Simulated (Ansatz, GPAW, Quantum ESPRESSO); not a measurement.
## Yb (Fm-3m, 1 atom in the cell) computed with different codes at matched settings

Self-consistent single point.

```yaml
crystal:
  lattice:
    - [0.00000, 2.73825, 2.73825]
    - [2.73825, 0.00000, 2.73825]
    - [2.73825, 2.73825, 0.00000]
  atoms:
    - { symbol: Yb, position: [0.00000, 0.00000, 0.00000] }
```

Shared settings, as Ansatz (a quantum-chemistry and plane-wave program) writes them: kpoints.mp_grid.grid = 8 8 8; scf.occupations.method = fermi_dirac; scf.occupations.width = 0.0073 Ry. Potentials and cutoffs stand in the table.

```tsv
code	model	pressure (GPa)	cutoff
GPAW	LDA (Perdew-Wang 92), GPAW PAW datasets LDA (gpaw-data 1.0.1)	-4.25	800 eV
Quantum ESPRESSO	LDA (PZ), SSSP 1.1.2 efficiency (PBE) pseudopotentials	-5.29	50 Ry
Ansatz	LDA (PW92), default PAW files made with PBE	-4.40	default
```

On Ansatz's run: spin-orbit coupling is off. Spin polarisation is off.

The spread over the programs that give each value: pressure within 1.04 GPa.

Ansatz's pressure is given at a fixed set of plane waves, as the other plane-wave codes print theirs; with its correction for the finite basis it is -4.35 GPa. The same LDA comes in different parametrisations, which differ slightly.

The starting cell comes from a database of computed structures (which also holds hypothetical and non-ambient phases and stackings), without a prior relaxation at this level. Its lattice was rescaled by a random factor within 2.5 % of one.

Left out of this page: Elk and FLEUR (not drawn, or without a comparable value).

Keys are those of Ansatz 0.2.
